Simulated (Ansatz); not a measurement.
Take Al$_{2}$Cu (space group I4/mcm, No. 140; a = 6.0058 Å, c = 4.7897 Å) as the base. Axes: x, y, z lie along a, b, c of the conventional cell.

Computed with plane-wave PAW DFT at the r2SCAN level (Ansatz, a program for electronic structure, 500 eV), no spin-orbit coupling.

Base values:

```
Quantity            Value
---------------  --------
Pressure          0.0 GPa
Volume per atom  14.40 Å³
```

Now apply this change: biaxial strain +4.52 %, plane normal [001], relaxed out of plane (Cartesian); in-plane vectors clamped, the third vector and the atoms free.

### Question
Predict the new pressure.

### Answer
The pressure (mean of the normal stresses, compression positive) goes from zero to -6.2 GPa.

### Question
Estimate the effect on the energy relative to the base.

### Answer
The energy grows by 40 meV/atom.

### Question
What happens to the volume per atom?

### Answer
The volume per atom increases by 1.00 Å³ (14.40 Å³ → 15.40 Å³).

A biaxial case was relaxed in a doubled cell and then solved in the primitive one. Without a gap, meshes like the base's 12×12×12 leave anisotropic stresses uncertain by several tenths of a GPa, and small strain energies with them. No phonon test of stability was made. The final runs are not spin-polarised.
